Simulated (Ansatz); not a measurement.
**MoSi2, element substitutions**

Start from MoSi$_{2}$ (space group I4/mmm, No. 139).

```
CELL_PARAMETERS angstrom
     -1.59511     1.59511     3.91030
      1.59511    -1.59511     3.91030
      1.59511     1.59511    -3.91030
ATOMIC_POSITIONS crystal
  Mo 0.00000 0.00000 0.00000
  Si 0.33509 0.33509 0.00000
  Si 0.66491 0.66491 0.00000
```

Each row replaces one element on all its sites; cell and atoms are relaxed.

Computed with PBEsol/PAW in Ansatz (a first-principles code), no SOC.

Candidates:
(a) Mo → Cu
(b) Mo → W
(c) Si → Ge

Before the change:

The volume per atom comes out as 13.27 Å³.

### Question
Order them by volume per atom, lowest first.

### Answer
(b) Mo → W (13.36 Å³), (a) Mo → Cu (13.57 Å³), (c) Si → Ge (14.83 Å³)

No phonon test of stability was made. As relaxed here, CuSi2 is a hypothetical phase, not in the database extracts checked. For MoGe2 in this form, whether it has been made was not checked. The final runs are not spin-polarised. An odd electron count without spin: CuSi2.
